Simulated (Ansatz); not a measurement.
The starting structures come from a database of crystals and need not be the phases stable at ambient conditions.

 Where the default PAW files enter, the runs use the earlier of Ansatz's two default sets.

The decay constant κ of evanescent states in the gap governs leakage through a thin film.

Here is the system:

```xyz
2
Lattice="5.3513 0.0000 0.0000 -2.6757 4.6344 0.0000 2.6757 1.5448 2.1847" Properties=species:S:1:pos:R:3 pbc="T T T"
Cs     0.0000     0.0000     0.0000
H      0.0000     3.0896     1.0923
```

Space group of this cell: Pm-3m, CsCl type. The cell was relaxed by PBE-D3(BJ).

Transport runs along the normal of the first two printed cell vectors, the (111) plane of the conventional cell.

The gap is the functional's own, uncorrected, and κ follows it; spin-orbit coupling is left out. Mid-gap values are interpolated between the computed energies.

Problem. Estimate the band gap and the smallest decay constant κ at mid-gap that r2SCAN (Ansatz, a program for electronic structure) returns for this system.

Solution. Gap 3.17 eV on a 14×14×14 mesh; κ = 0.237 1/Å, at the zone centre.
